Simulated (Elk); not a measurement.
## Elk run on KCl (Fm-3m, 2 atoms in the cell): self-consistent single point

Method: PBE, all-electron FP-LAPW, Elk's shipped species files, APW+lo basis with extra local orbitals in Elk 10.2.4.

This input was run:

```
tasks
  0

xctype
  20

rgkmax
  8.0

gmaxvr
  16.0

nxlo
  2

lorbcnd
  .true.

lmaxi
  3

stype
  3

swidth
  0.00183747

avec
    0.0000000000    5.9431886619    5.9431886619
    5.9431886619    0.0000000000    5.9431886619
    5.9431886619    5.9431886619    0.0000000000

atoms
  2   : nspecies
  'K.in'   : spfname
  1   : natoms; atposl, bfcmt below
  0.0000000000  0.0000000000  0.0000000000    0.0 0.0 0.0
  'Cl.in'   : spfname
  1   : natoms; atposl, bfcmt below
  0.5000000000  0.5000000000  0.5000000000    0.0 0.0 0.0

ngridk
  6 6 6
```

Output (repeated stretches shortened):

```
│ Elk code version 10.2.4 │

All units are atomic (Hartree, Bohr, etc.)

│ Ground-state run starting from atomic densities │

Lattice vectors :
   0.000000000       5.943188662       5.943188662
   5.943188662       0.000000000       5.943188662
   5.943188662       5.943188662       0.000000000

Unit cell volume      :    419.8445753
Brillouin zone volume :   0.5908143824

Muffin-tin inner radius fraction :   0.1000000000E-01

Nuclei treated as point charges

Species :    1 (K)
 parameters loaded from : K.in
 name : potassium
 nuclear charge    :   -19.00000000
 electronic charge :    19.00000000
 atomic mass :    71271.84084
 muffin-tin radius :    2.400000000
 number of radial points in muffin-tin :    497
 atomic positions (lattice), magnetic fields (Cartesian) :
   1 :   0.00000000  0.00000000  0.00000000    0.00000000  0.00000000  0.00000000

Species :    2 (Cl)
 parameters loaded from : Cl.in
 name : chlorine
 nuclear charge    :   -17.00000000
 electronic charge :    17.00000000
 atomic mass :    64626.86545
 muffin-tin radius :    2.200000000
 number of radial points in muffin-tin :    397
 atomic positions (lattice), magnetic fields (Cartesian) :
   1 :   0.50000000  0.50000000  0.50000000    0.00000000  0.00000000  0.00000000

Total number of atoms per unit cell :    2

Spin treatment :
 spin-unpolarised

Number of Bravais lattice symmetries :   48
Number of crystal symmetries         :   48
Crystal has inversion symmetry
Real symmetric eigensolver will be used

k-point grid :      6     6     6
k-point offset :    0.000000000       0.000000000       0.000000000
k-point set is reduced with full crystal symmetry group
Total number of k-points :       16

Muffin-tin radius times maximum |G+k| :    8.000000000
 using average radius
Maximum |G+k| for APW functions       :    3.478260870
Maximum (1/2)|G+k|²                   :    6.049149338
Maximum |G| for potential and density :    16.00000000
 potential will be trimmed for |G| > 2 gkmax
Constant for pseudocharge density :   10
Radial integration step length :    4

G-vector grid sizes :     45    45    45
Number of G-vectors :    29123

Maximum angular momentum used for
 APW functions                      :    8
 outer part of muffin-tin           :    6
 inner part of muffin-tin           :    3

Total nuclear charge    :   -36.00000000
Total core charge       :    20.00000000
Total valence charge    :    16.00000000
Total excess charge     :    0.000000000
Total electronic charge :    36.00000000

Effective Wigner radius, rₛ :    1.406800386

Number of empty states         :    8
Total number of valence states :   16
Total number of core states    :   20

Conduction state local-orbitals added automatically
Total number of local-orbitals :  135

Exchange-correlation functional :     20     0     0
 Perdew-Burke-Ernzerhof, Phys. Rev. Lett. 77, 3865 (1996)
 gradient requirement :    1
 generalised gradient approximation (GGA)

Smearing type :    3
 Fermi-Dirac
Smearing width :   0.1837470000E-02
Effective electronic temperature (K) :    580.2271348

Mixing type :    3
 Broyden mixing, J. Phys. A: Math. Gen. 17, L317 (1984)

Kohn-Sham potential initialised from atomic data

│ Self-consistent loop started │
│ Loop number : 1 │
 total energy                :     -1068.55832724
│ Loop number : 2 │
 total energy                :     -1068.50198294
RMS change in Kohn-Sham potential (target) :   0.3576221689     (  0.1000000000E-05)
Absolute change in total energy (target)   :   0.5634429767E-01 (  0.1000000000E-03)
│ Loop number : 3 │
 total energy                :     -1067.60345080
RMS change in Kohn-Sham potential (target) :   0.2899863738     (  0.1000000000E-05)
Absolute change in total energy (target)   :   0.9126182109     (  0.1000000000E-03)
│ Loop number : 4 │
 total energy                :     -1065.74132902
RMS change in Kohn-Sham potential (target) :   0.1452832439     (  0.1000000000E-05)
Absolute change in total energy (target)   :    2.090276332     (  0.1000000000E-03)
│ Loop number : 5 │
 total energy                :     -1064.50288035
RMS change in Kohn-Sham potential (target) :   0.4921233811E-01 (  0.1000000000E-05)
Absolute change in total energy (target)   :    1.761017758     (  0.1000000000E-03)
│ Loop number : 6 │
 total energy                :     -1064.03196147
RMS change in Kohn-Sham potential (target) :   0.1265362746E-01 (  0.1000000000E-05)
Absolute change in total energy (target)   :   0.9111733221     (  0.1000000000E-03)
│ Loop number : 7 │
 total energy                :     -1063.86831578
RMS change in Kohn-Sham potential (target) :   0.7036939057E-03 (  0.1000000000E-05)
Absolute change in total energy (target)   :   0.3914390211     (  0.1000000000E-03)
│ Loop number : 8 │
 total energy                :     -1063.86537093
RMS change in Kohn-Sham potential (target) :   0.3856719287E-03 (  0.1000000000E-05)
Absolute change in total energy (target)   :   0.1008046060     (  0.1000000000E-03)
│ Loop number : 9 │
 total energy                :     -1063.86023432
RMS change in Kohn-Sham potential (target) :   0.5708679680E-04 (  0.1000000000E-05)
Absolute change in total energy (target)   :   0.3033775412E-01 (  0.1000000000E-03)
│ Loop number : 10 │
 total energy                :     -1063.85992482
RMS change in Kohn-Sham potential (target) :   0.2631542514E-04 (  0.1000000000E-05)
Absolute change in total energy (target)   :   0.7893939499E-02 (  0.1000000000E-03)
│ Loop number : 11 │
 total energy                :     -1063.85959144
RMS change in Kohn-Sham potential (target) :   0.2127407309E-05 (  0.1000000000E-05)
Absolute change in total energy (target)   :   0.2306863829E-02 (  0.1000000000E-03)
│ Loop number : 12 │
 total energy                :     -1063.85955736
RMS change in Kohn-Sham potential (target) :   0.1200088567E-05 (  0.1000000000E-05)
Absolute change in total energy (target)   :   0.6108014354E-03 (  0.1000000000E-03)
│ Loop number : 13 │
 total energy                :     -1063.85951872
RMS change in Kohn-Sham potential (target) :   0.1221101007E-06 (  0.1000000000E-05)
Absolute change in total energy (target)   :   0.1913362912E-03 (  0.1000000000E-03)
│ Loop number : 14 │
 total energy                :     -1063.85951690
RMS change in Kohn-Sham potential (target) :   0.3177510018E-07 (  0.1000000000E-05)
Absolute change in total energy (target)   :   0.4965287394E-04 (  0.1000000000E-03)
Convergence targets achieved

│ Loop number : 15 │

Energies :
 Fermi                       :     0.160300630557E-01
 sum of eigenvalues          :     -609.320210120
 electron kinetic            :      1070.14078260
 core electron kinetic       :      1015.99576212
 Coulomb                     :     -2072.22097900
 Coulomb potential           :     -1599.64153073
 nuclear-nuclear             :     -136.361754346
 electron-nuclear            :     -2272.07691858
 Hartree                     :      336.217693922
 Madelung                    :     -1272.40021363
 xc potential                :     -79.8194619898
 exchange                    :     -60.3769825229
 correlation                 :     -1.40233809322
 electron entropic           :    -0.432103240110E-11
 total energy                :     -1063.85951701

Density of states at Fermi energy :   0.5441141966E-07
 (states/Hartree/unit cell)

Estimated indirect band gap :   0.1901390133
 from k-point      1 to k-point      1
Estimated direct band gap   :   0.1901390133
 at k-point      1

Charges :
 core                        :    20.00000000
 valence                     :    16.00000000
 interstitial                :    2.720614762
 muffin-tins (core leakage)
  species :    1 (K)
   atom    1                 :    17.59877930     (  0.1138252177E-06)
  species :    2 (Cl)
   atom    1                 :    15.68060594     (  0.1538305019E-04)
 total in muffin-tins        :    33.27938524
 total calculated charge     :    36.00419973
 total charge                :    36.00000000
 error                       :   0.4199729790E-02

│ Self-consistent loop stopped │
```

The run converged in 15 iterations. The count includes the last loop, which Elk runs after its targets are met.

The starting cell has typed, rounded lattice constants, without a prior relaxation at this level. Values depend on the basis (sphere radii, cutoffs, local orbitals), which need not be converged.
